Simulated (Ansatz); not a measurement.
**Sb: pressure series**

The reference is Sb in the A7 type structure (space group R-3m, No. 166; a = 4.321 Å, c = 11.040 Å (hexagonal axes)).

Cell and atoms are relaxed at each pressure.

Calculations: PBE-D3(BJ), PAW, 420 eV (Ansatz, a program for electronic structure; without spin-orbit coupling).

```csv
pressure (GPa),volume per atom (Å³/atom)
-2,31.445
-1,30.508
0,29.755
0.3,29.548
0.7,?
1.5,28.808
3,28.019
5,27.055
```

Problem. Fit the third-order Birch–Murnaghan form P(V) = (3B₀/2)[(V₀/V)^(7/3) − (V₀/V)^(5/3)]·[1 + (3/4)(B₀′ − 4)((V₀/V)^(2/3) − 1)] (squares taken in P) to the rows shown and predict the withheld row.

Solution. Least squares on the printed values gives V₀ = 29.770 Å³/atom, B₀ = 42.1 GPa, B₀′ = 4.6; this predicts 29.297 Å³/atom, and the run gives 29.288 Å³/atom, 0.009 lower.

Load acts through the strain it causes; cell and atoms are relaxed under it. Whether these cells are dynamically stable was not tested. Competing high-pressure phases were not computed.
